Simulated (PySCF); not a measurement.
PySCF 2.14.0, HF/def2-svp, df: Ga(F)(Et)(NH2) (C[CH2][Ga]([NH2])[F]), 12 atoms. The geometry is a generated start, not checked to be a minimum at this level.

```json
{
  "task": "energy",
  "method": "hf",
  "basis": "def2-svp",
  "two_electron_scheme": "density fitting",
  "mol.max_memory": "3000 MB",
  "mf.max_cycle": "100",
  "mf.init_guess": "minao (default)",
  "mf.DIIS": "CDIIS (default)",
  "mf.diis_space": "8 (default)",
  "mf.conv_tol": "1e-09 (default)",
  "basis_functions": "123"
}
```

```xyz
12

Ga     0.3945     0.5473     1.0586
F      1.1236     0.4558     2.6628
C      0.2723    -1.2144     0.0030
C     -0.3726    -1.0473    -1.3649
H     -0.2919    -1.9120     0.6273
H      1.2901    -1.6039    -0.0865
H      0.2236    -0.3904    -1.9995
H     -1.3728    -0.6221    -1.2801
H     -0.4563    -2.0174    -1.8595
N     -0.0100     2.3109     0.6930
H     -0.0744     2.9071     1.5114
H     -0.7260     2.5862     0.0344
```

One run each on 2 threads, 1 BLAS thread. Values of level_shift (Hartree) tried: 0 (default), 0.1, 0.3, 1.

**Question.** Which value of level_shift (Hartree) needs the fewest Fock builds, and what happens away from it?

**Answer.** Fewest Fock builds, within one of each other: 0 (default) with 12, 0.1 with 13. The count rises to 27 at 1. All converge to one solution.

| level_shift (Hartree) | Fock builds | end |
|---|---|---|
| 0 (default) | 12 | same solution |
| 0.1 | 13 | same solution |
| 0.3 | 16 | same solution |
| 1 | 27 | same solution |
